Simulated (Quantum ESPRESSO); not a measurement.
A user runs Quantum ESPRESSO on Ta5Al3 (P6_3/mcm, 16 atoms in the cell) and asks whether the run is sound. The aim is a self-consistent single point with DFT, LDA (PW92), plane waves, PseudoDojo standard norm-conserving (LDA) pseudopotentials.

Cell that was meant: a = 7.8190 Å, b = 7.8190 Å, c = 5.2340 Å, α = 90.00°, β = 90.00°, γ = 120.00°.

Part of the input:

```fortran
    occupations = 'smearing'
    smearing = 'marzari-vanderbilt'
    degauss = 0.0036749
    nbnd = 74
/
&electrons
    conv_thr = 1.0d-10
```

The program printed (abridged):

```
     G-vector sticks info
     --------------------
     sticks:   dense  smooth     PW     G-vecs:    dense   smooth      PW
   [... lines left out ...]
        k(    3) = (   0.0000000   0.3849002   0.0000000), wk =   0.4444444
        k(    4) = (   0.0000000   0.3849002   0.4979554), wk =   0.8888889
        k(    5) = (   0.3333333   0.5773503   0.0000000), wk =   0.1481481
        k(    6) = (   0.3333333   0.5773503   0.4979554), wk =   0.2962963

     Dense  grid:   117403 G-vectors     FFT dimensions: (  75,  75,  50)

     Initial potential from superposition of free atoms

     starting charge     147.9794, renormalised to     148.0000
     Self-consistent Calculation

     iteration #  1     ecut=    60.00 Ry     beta= 0.70

---- Real-time Memory Report at c_bands before calling an iterative solver
           330 MiB given to the printing process from OS
           269 MiB allocation reported by mallinfo(arena+hblkhd)
------------------

     total energy              =   -1330.54224457 Ry
     estimated scf accuracy    <       1.76398400 Ry

     iteration #  2     ecut=    60.00 Ry     beta= 0.70

---- Real-time Memory Report at c_bands before calling an iterative solver
   [... lines left out ...]

---- Real-time Memory Report at c_bands before calling an iterative solver
           422 MiB given to the printing process from OS
           334 MiB allocation reported by mallinfo(arena+hblkhd)
------------------

     total energy              =   -1331.71926397 Ry
     estimated scf accuracy    <          1.4E-10 Ry

     iteration # 35     ecut=    60.00 Ry     beta= 0.70

---- Real-time Memory Report at c_bands before calling an iterative solver
           422 MiB given to the printing process from OS
           334 MiB allocation reported by mallinfo(arena+hblkhd)
------------------
     End of self-consistent calculation

     the Fermi energy is    14.7275 ev

!    total energy              =   -1331.71926397 Ry
     estimated scf accuracy    <          5.5E-11 Ry
     smearing contrib. (-TS)   =       0.00000000 Ry
     internal energy E=F+TS    =   -1331.71926397 Ry

     convergence has been achieved in  35 iterations

     Forces acting on atoms (cartesian axes, Ry/au):

     atom    1 type  1   force =     0.00000000    0.00000000    0.00000000
     atom    2 type  1   force =    -0.00000000   -0.00000000    0.00000000
     atom    3 type  1   force =    -0.00000000   -0.00000000    0.00000000
     atom    4 type  1   force =    -0.00000000    0.00000000    0.00000000
   [... lines left out ...]

     Total force =     0.021456     Total SCF correction =     0.000030

          total   stress  (Ry/bohr**3)                   (kbar)     P=      -98.86
  -0.00062722  -0.00000000   0.00000000          -92.27       -0.00        0.00
  -0.00000000  -0.00062722   0.00000000           -0.00      -92.27        0.00
   0.00000000   0.00000000  -0.00076168            0.00        0.00     -112.05

   JOB DONE.
```

Task: Can these results be used? Check the input.

Result: The run is not sound. The fault is too few bands. Each band holds two electrons without spin (one with spinors), and smearing needs some empty bands above the Fermi level. To fix it, raise the band count or leave it to the default. The run converged in 35 iterations without an error; against the sound input the free energy rises by 7.3 meV/atom, the pressure stays near -9.89 GPa while the zz stress (positive for compression) goes from -10.85 to -11.20 GPa and the largest force hardly changes (0.157 to 0.160 eV/Å). The full log also holds: “c_bands:  1 eigenvalues not converged” and “c_bands:  3 eigenvalues not converged”.

An input that runs soundly differs in these lines (not the only fix; some lines may just follow from the change or write a value another way):
```diff
-    nbnd = 74
```

With that input, the run converged in 14 iterations: free energy E − TS -18119.0809 eV; Fermi level (on the code's own zero) 14.35 eV; pressure -9.95 GPa; largest force (vector length) 0.157 eV/Å (DFT, LDA (PW92), plane waves, PseudoDojo standard norm-conserving (LDA) pseudopotentials).

On the sound input: the starting cell comes from a database of computed structures (which also holds hypothetical and non-ambient phases and stackings), without a prior relaxation at this level. Spin-orbit coupling is off. Spin polarisation is off. With a pressure of about -10 GPa the cell is away from its equilibrium volume at this level. Without a gap this mesh is coarse (it stands for a supercell whose shortest vector is 16 Å).
